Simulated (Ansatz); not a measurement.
The surface is single layer of GeSe (symmetry Pmn2_1 as a slab, 4 atoms a cell) and the vacuum level minus Kohn-Sham valence edge is 4.58 eV. The vacuum level minus Kohn-Sham conduction edge is 3.37 eV. The gap of the slab on its mesh comes out as 1.21 eV and the apparent barrier, filled states, bias minus 1.0 V is 5.9 eV (κ = 1.24 1/Å). The apparent barrier, filled states, bias minus 1.6 V is 6.3 eV (κ = 1.28 1/Å), the apparent barrier, empty states, bias plus 1.0 V is 4.7 eV (κ = 1.11 1/Å) and the apparent barrier, empty states, bias plus 1.6 V is 3.0 eV (κ = 0.89 1/Å).

Method: PBE, Tersoff-Hamann images (plane waves, PAW; Ansatz, an electronic-structure program).

The apparent barrier is ħ²κ²/2m, with κ from the fall of the mean window density between 3.5 and 5 Å; states of large in-plane momentum fall faster than their energy alone says. Mesh 14×12×1, no spin-orbit coupling, no spin polarisation; biases count from the run's Fermi level.
